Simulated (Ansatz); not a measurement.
For VSi₂ (P6₂22, No. 180), LDA in Ansatz (plane waves, PAW) gives:

- lattice parameter a: 4.491 Å
- c axis length: 6.277 Å
- cohesive energy: 6.34 eV/atom

### Question
What does r²SCAN (Ansatz, a program for electronic structure, plane waves, PAW) give for the same quantities?

### Answer

- lattice constant a: 4.532 Å (increases by 0.9 %)
- lattice parameter c: 6.328 Å (rises by 0.8 %)
- cohesive energy: 5.13 eV/atom (decreases by 1.21 eV/atom)

Changes are worked out from the printed values.

Unless a cell is named, each level is at its own relaxed cell (LDA 12.18, r²SCAN 12.51 Å³/atom).

The crystal itself was run without spin with LDA, r²SCAN; a magnetic state was not tried in these runs.

Ansatz's density-functional and Hartree–Fock values are scalar-relativistic unless marked +SOC, with PAW data made under PBE.
